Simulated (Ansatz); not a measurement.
Cell of rutile SnO2 (0 0 1) on zinc-blende CdTe (0 0 1) (film strained to the substrate, started from cuts of the bulks and a machine-learned relaxation; metallic at this level, with no gap by band count; slabs Cd4Te4 and Sn8O16, which can lie off the formulas), relaxed at this level with a, b, gamma of the cell held:

```yaml
crystal:
  lattice:
    - [4.68135, 0.00014, -0.05005]
    - [-0.00028, 4.68091, -0.03969]
    - [-0.70791, 0.93026, 27.45195]
  atoms:
    - { symbol: Cd, position: [0.28658, 0.89759, 0.22407] }
    - { symbol: Cd, position: [0.74663, 0.44193, 0.10241] }
    - { symbol: Cd, position: [0.33211, 0.86346, 0.46713] }
    - { symbol: Cd, position: [0.80949, 0.38275, 0.34471] }
    - { symbol: Te, position: [0.26583, 0.40682, 0.16546] }
    - { symbol: Te, position: [0.77803, 0.94558, 0.04546] }
    - { symbol: Te, position: [0.32318, 0.37279, 0.40770] }
    - { symbol: Te, position: [0.79877, 0.89124, 0.28628] }
    - { symbol: Sn, position: [0.35565, 0.84709, 0.59657] }
    - { symbol: Sn, position: [0.84420, 0.35505, 0.54175] }
    - { symbol: O, position: [0.65505, 0.53415, 0.59901] }
    - { symbol: O, position: [0.13725, 0.67217, 0.53328] }
    - { symbol: O, position: [0.54689, 0.04103, 0.53340] }
    - { symbol: O, position: [0.05765, 0.15962, 0.59906] }
    - { symbol: Sn, position: [0.38193, 0.82950, 0.71856] }
    - { symbol: Sn, position: [0.86935, 0.33783, 0.66095] }
    - { symbol: O, position: [0.68553, 0.51934, 0.71947] }
    - { symbol: O, position: [0.17149, 0.64976, 0.65719] }
    - { symbol: O, position: [0.56584, 0.02677, 0.65716] }
    - { symbol: O, position: [0.07762, 0.13835, 0.71950] }
    - { symbol: Sn, position: [0.40543, 0.80946, 0.83863] }
    - { symbol: Sn, position: [0.89460, 0.31928, 0.78172] }
    - { symbol: O, position: [0.71513, 0.50471, 0.84065] }
    - { symbol: O, position: [0.19843, 0.62878, 0.77820] }
    - { symbol: O, position: [0.58930, 0.01154, 0.77835] }
    - { symbol: O, position: [0.10479, 0.12200, 0.84085] }
    - { symbol: Sn, position: [0.44761, 0.80473, 0.95619] }
    - { symbol: Sn, position: [0.92382, 0.30483, 0.90495] }
    - { symbol: O, position: [0.72151, 0.48061, 0.96261] }
    - { symbol: O, position: [0.22512, 0.61166, 0.89920] }
    - { symbol: O, position: [0.62021, 0.99881, 0.89735] }
    - { symbol: O, position: [0.13350, 0.08525, 0.96432] }
```

These are PBE (plane waves to 420 eV, PAW; Ansatz, a program for electronic structure) values and carry that method's errors. No spin–orbit coupling; the runs are not spin-polarised. Its k-point mesh 5×5×1, Fermi–Dirac width 0.05 eV.

### Question
Give the plane-averaged electrostatic potential energy of an electron along the normal (the smooth PAW potential), about its mean over the cell.

### Answer
```
z (Å) | V (eV)
    0.000 | ############################## 4.91
    0.286 | ########################### 4.15
    0.429 | ######################## 3.32
    0.715 | ###################### 2.61
    0.858 | ####################### 2.98
    1.144 | ########################### 4.04
    1.430 | ######################### 3.46
    1.573 | ##################### 2.53
    1.859 | ############### 0.81
    2.002 | ############## 0.41
    2.287 | ############## 0.52
    2.573 | ############## 0.34
    2.716 | ############# 0.24
    3.002 | ############## 0.41
    3.145 | ############### 0.67
    3.431 | ################# 1.18
    3.717 | ################ 1.07
    3.860 | ################ 1.08
    4.146 | #################### 2.02
    4.289 | ####################### 2.84
    4.575 | ######################### 3.59
    4.861 | ##################### 2.27
    5.004 | ################# 1.38
    5.290 | ############## 0.34
    5.576 | ############## 0.42
    5.719 | ############## 0.36
    6.005 | ############ 0.01
    6.148 | ############ -0.06
    6.434 | ############# 0.24
    6.719 | ############### 0.73
    6.862 | ############### 0.78
    7.148 | ############### 0.67
    7.291 | ################ 0.93
    7.577 | ##################### 2.36
    7.863 | ######################## 3.31
    8.006 | ####################### 2.96
    8.292 | ################# 1.25
    8.435 | ############## 0.52
    8.721 | ############ 0.00
    9.007 | ############# 0.10
    9.150 | ############ -0.07
    9.436 | ########### -0.31
    9.579 | ############ -0.24
    9.865 | ############# 0.23
   10.151 | ############### 0.63
   10.294 | ############## 0.55
   10.580 | ############### 0.61
   10.723 | ################ 1.09
   11.008 | ###################### 2.64
   11.294 | ####################### 2.90
   11.437 | #################### 2.21
   11.723 | ############## 0.54
   11.866 | ############# 0.04
   12.152 | ############ -0.08
   12.438 | ############ -0.24
   12.581 | ########### -0.46
   12.867 | ########## -0.59
   13.010 | ########### -0.37
   13.296 | ############## 0.50
   13.582 | ################## 1.62
   13.725 | #################### 2.00
   14.011 | ################ 0.89
   14.297 | ### -2.53
   14.440 |  -3.49
   14.726 | # -3.31
   14.869 | #### -2.50
   15.155 | ######### -0.94
   15.440 | ########## -0.80
   15.583 | ######## -1.25
   15.869 | ###### -1.70
   16.012 | #### -2.29
   16.298 | # -3.15
   16.584 | # -3.27
   16.727 | ## -2.81
   17.013 | ########## -0.76
   17.156 | ############# 0.19
   17.442 | ########### -0.45
   17.728 | ### -2.58
   17.871 | ## -3.04
   18.157 | ### -2.69
   18.300 | ##### -2.15
   18.586 | ########## -0.83
   18.872 | ########### -0.43
   19.015 | ########### -0.51
   19.301 | ###### -1.70
   19.444 | #### -2.25
   19.729 | ### -2.79
   20.015 | #### -2.28
   20.158 | ####### -1.59
   20.444 | ############## 0.37
   20.587 | ############## 0.54
   20.873 | ######## -1.14
   21.159 | ### -2.67
   21.302 | ### -2.78
   21.588 | ##### -2.05
   21.731 | ####### -1.47
   22.017 | ############ -0.18
   22.303 | ############ -0.18
   22.446 | ########### -0.33
   22.732 | ####### -1.57
   23.018 | #### -2.30
   23.161 | #### -2.34
   23.447 | ######## -1.37
   23.590 | ########### -0.30
   23.876 | ################# 1.36
   24.161 | ########## -0.59
   24.304 | ###### -1.89
   24.590 | ## -2.82
   24.733 | #### -2.46
   25.019 | ######## -1.18
   25.305 | ########### -0.33
   25.448 | ########### -0.54
   25.734 | ############ -0.23
   25.877 | ############ -0.24
   26.163 | ######## -1.29
   26.449 | #### -2.33
   26.592 | ##### -2.23
   26.878 | ############# 0.01
   27.021 | #################### 1.99
   27.307 | ############################# 4.62
```
